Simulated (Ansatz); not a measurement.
The structure below was relaxed with plane-wave PAW DFT at the r2SCAN level (Ansatz, a program for electronic structure, 500 eV), without spin-orbit coupling, earlier PAW set.

Space group P6₃mc (No. 186); a = b = 3.290 Å, c = 5.038 Å, α = β = 90.00°, γ = 120.00°

```tsv
atom	site	symmetry	x	y	z
Mg	2b	3m.	0.6667	0.3333	0.4900
O	2b	3m.	0.3333	0.6667	0.3848
```

Write out a cell with all atoms.


```xyz
4
Lattice="3.2904 0.0000 0.0000 -1.6452 2.8496 0.0000 0.0000 0.0000 5.0376" Properties=species:S:1:pos:R:3 pbc="T T T"
Mg     0.0000     1.8997     4.9874
Mg     1.6452     0.9499     2.4686
O      0.0000     1.8997     1.9383
O      1.6452     0.9499     4.4571
```
This is the conventional cell.

No phonon test of stability was made. The cell was made from ZnO by this change: Zn → Mg; the result is a model cell, its experimental status unchecked. This is not the structure that MgO has at room temperature and ambient pressure.
